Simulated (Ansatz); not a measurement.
# Bulk modulus of 1T (CdI2-type) TiI2 at several levels of theory

No measured value is used here.

| level (code) | value (GPa) | cell (Å³/atom) |
|---|---|---|
| LDA (Ansatz) | 24.6 | 27.42 |
| PBEsol (Ansatz) | 13.1 | 29.07 |
| r²SCAN (Ansatz) | 12.0 | 31.63 |

LDA, PBEsol, r²SCAN: the run has no spin polarisation, so it can have missed a magnetic state. LDA, PBEsol, r²SCAN: the cell comes from a level without a dispersion term, which matters for the spacing of layers, chains or molecules. Each level is taken at its own relaxed cell. Cutoffs differ between the levels. Ansatz's density-functional and Hartree–Fock values are scalar-relativistic unless marked +SOC, with PAW data made under PBE.

Ansatz is a program for electronic structure.
